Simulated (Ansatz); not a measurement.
Base system: ZrSi in the rock salt structure (space group Fm-3m, No. 225; a = 5.397 Å; a hypothetical phase, not in the database extracts checked; relaxed with 0.1 eV smearing). Axes: x, y, z lie along the cube axes.

Computed with PBE in Ansatz (plane waves to 420 eV, PAW, spin-orbit coupling left out), earlier PAW set.

A first run, uniaxial strain ε_yy = −1.01 %, gives secant values C11 ≈ 280 GPa and C12 ≈ 39 GPa from its stress. A second run applies biaxial strain −2.33 %, plane normal [001], relaxed out of plane.

Q: What does linear elasticity predict for −ε⊥/ε∥ in the second run, and what does the run give?

A: Linear elasticity: 2 C12/C11 = 0.28. The run gives 0.29; any difference comes from nonlinear terms at these strains and numerical noise.

Whether these cells are dynamically stable was not tested. The final runs are not spin-polarised.

Ansatz is an electronic-structure program.
